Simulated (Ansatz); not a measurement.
The parent structure is Al in the diamond structure (space group Fd-3m, No. 227; a = 6.050 Å; a hypothetical phase, not in the database extracts checked; relaxed with 0.1 eV smearing). Axes: x, y, z lie along the cube axes.

The values are results of PBE (Ansatz, a program for electronic structure; PAW; 420 eV plane waves; no SOC), not measurements.

Perturbation: biaxial strain +2.26 %, plane normal [001], relaxed out of plane (Cartesian); in-plane vectors clamped, the third vector and the atoms free.

Question: How does this affect the ratio −ε⊥/ε∥?

Answer: The ratio −ε⊥/ε∥ amounts to 4.47.

Question: What does the calculation give for the in-plane stress after the change?

Answer: The mean in-plane stress (compression positive) comes out as +3.1 GPa.

No phonon test of stability was made. Under biaxial strain +2.26 %, plane normal [001], relaxed out of plane the cell ends below the base's energy or with stress of the wrong sign: the atoms slid into a distortion or the cell is elastically unstable, so the base is not a stable minimum at this level.
